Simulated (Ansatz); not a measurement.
```yaml
crystal:
  lattice:
    - [4.05231, 0.00000, 0.00000]
    - [0.00000, 4.05231, 0.00000]
    - [0.00000, 0.00000, 4.05231]
  atoms:
    - { symbol: K, position: [0.00000, 0.00000, 0.00000] }
    - { symbol: Zn, position: [0.50000, 0.50000, 0.50000] }
    - { symbol: F, position: [0.00000, 0.50000, 0.50000] }
    - { symbol: F, position: [0.50000, 0.50000, 0.00000] }
    - { symbol: F, position: [0.50000, 0.00000, 0.50000] }
```

The cell is fixed at its relaxed static size. Melting and transitions to other phases are not modelled.

### Question
Is this phase dynamically stable in the harmonic approximation, and at 300, 600 K by the stochastic self-consistent harmonic approximation in a 2×2×2 supercell, Ansatz (a quantum-chemistry and plane-wave program), PBEsol functional, plane-wave PAW? Give the softest mode in each case.

### Answer
Harmonic: softest mode 41 cm⁻¹ at q = (0.50, 0.50, 0.50), so stable at the wave vectors of the supercell. 300 K: stable, softest second derivative of the free energy 69 cm⁻¹ (error under 1) at q = (0.50, 0.50, 0.50), at 1.4 GPa in this cell. 600 K: stable, softest second derivative of the free energy 78 cm⁻¹ (error 2) at q = (0.50, 0.50, 0.50), at 2.4 GPa in this cell. The verdict is statistical, holds for these wave vectors and this fixed cell alone, and errs towards stability where frames are few. Wave vectors are fractions of the primitive cell's reciprocal vectors.
